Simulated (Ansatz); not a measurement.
# A computed series for MoS2: response to strain

Start from MoS2 in the 2H-MoS2 type structure (space group P6_3/mmc, No. 194; a = 3.149 Å, c = 12.091 Å; layered, stacked along the Cartesian z axis). Axes: x lies along a and z along c of the hexagonal cell.

Strains are applied to the cell and any free atomic positions relax; under biaxial strain the out-of-plane vector relaxes too.

Calculations: PBE-D3(BJ)/PAW in Ansatz (a first-principles code), no spin-orbit coupling, earlier PAW set.

| case | width of the top valence band | hole mass | band gap |
|---|---|---|---|
| base | 1.69 eV | 1.0 mₑ along c, 0.61 mₑ across (at Γ) | 0.78 eV |
| biaxial strain −1.01 %, plane normal [001], relaxed out of plane | 1.66 eV | 0.95 mₑ out of plane, 0.69 mₑ in plane (at Γ) | 0.80 eV |
| biaxial strain −0.24 %, plane normal [001], relaxed out of plane | 1.68 eV | 1.0 mₑ out of plane, 0.63 mₑ in plane (at Γ) | 0.78 eV |
| biaxial strain +0.52 %, plane normal [001], relaxed out of plane | 1.70 eV | (withheld) | (withheld) |

Some entries are withheld; estimate them.


- biaxial strain +0.52 %, plane normal [001], relaxed out of plane, hole mass: 1.1 mₑ out of plane, 0.58 mₑ in plane (at Γ)
- biaxial strain +0.52 %, plane normal [001], relaxed out of plane, band gap: 0.76 eV

Masses are band curvatures over ±0.01 Å⁻¹ around the edge. No phonon test of stability was made.
